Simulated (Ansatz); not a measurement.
The parent structure is CuAu (space group P4/mmm, No. 123; relaxed with 0.1 eV smearing).

```
CuAu
1.0
    2.81285     0.00000     0.00000
    0.00000     2.81285     0.00000
    0.00000     0.00000     3.59296
Cu Au
1 1
Cartesian
  0.00000   0.00000   0.00000
  1.40643   1.40643   1.79648
```

Computed with DFT with PBEsol, PAW potentials and a 420 eV plane-wave cutoff in Ansatz (a first-principles code), without spin-orbit coupling.

Base values:

The pressure is 0.0 GPa.

Perturbation: the cell is scaled by 0.9700 in all directions; the atoms relax in the strained cell.

Problem. What happens to the pressure and energy relative to the base?

Solution. The pressure (mean of the normal stresses, compression positive) goes from zero to 20.0 GPa; the energy goes up by 70 meV/atom.

Whether these cells are dynamically stable was not tested. The final runs are not spin-polarised.
